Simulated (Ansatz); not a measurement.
System: rock-salt NdN. Method: LDA (PAW; Ansatz, a program for electronic structure).

Settings: plane-wave cutoff 500 eV, 14×14×14 k mesh, Fermi–Dirac smearing 0.05 eV, spin-polarised with parallel moments, scalar-relativistic PAW data made under PBE.

Computed at the level's own relaxed cell.

Task: Give the computed equilibrium volume per atom and equilibrium lattice constant a.

Result: 
* **equilibrium volume per atom**: 14.93 Å³/atom
* **equilibrium lattice constant a**: 4.924 Å

The run finds no gap.

Note: the magnetic order was assumed, not searched for or taken from measurement; the 4f shell is treated without U or exact exchange, so its levels and filling can be wrong; the volume lies 12 % below that of the published cell.

Spin–orbit coupling is not included.

The result took roughly 80 core-seconds.
